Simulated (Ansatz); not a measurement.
YTaN3 (model structure, Pm-3m, No. 221, 5 atoms in the cell): lattice parameter a by level of theory

No measured value is used here.

| level (code) | value (Å) |
|---|---|
| LDA (Ansatz) | ? |
| PBEsol (Ansatz) | 4.015 |
| r²SCAN (Ansatz) | 4.030 |

Task: What belongs in the gaps?

Result: 
- LDA (Ansatz, a program for electronic structure), value (Å): 3.987

Density-functional levels without +SOC have no spin–orbit coupling. Cutoffs differ between the levels. Ansatz's density-functional and Hartree–Fock values are scalar-relativistic unless marked +SOC, with PAW data made under PBE.

A model structure was made by putting elements into a prototype or built by hand; it is no filed structure, need not be a known phase, and can be a saddle point held by its symmetry.
